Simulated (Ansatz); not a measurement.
Take HfO$_{2}$ (space group Pca2_1, No. 29; a = 5.2941 Å, b = 5.0690 Å, c = 5.1014 Å) as the base.

All numbers come from PBE in Ansatz (plane waves to 420 eV, PAW, no spin-orbit coupling).

Before the change:

```
Property                         Value
-----------------------------  -------
Shortest interatomic distance  2.045 Å
```

One thing is altered: cell and atoms relaxed at a pressure of 10 GPa.

### Question
Estimate the effect on the shortest interatomic distance.

### Answer
The shortest interatomic distance shrinks by 0.020 Å (2.045 Å → 2.025 Å).

Load acts through the strain it causes; cell and atoms are relaxed under it. No phonon test of stability was made. No other phases were tried under pressure. This is not the structure that HfO2 has at room temperature and ambient pressure.

Ansatz is a first-principles code.
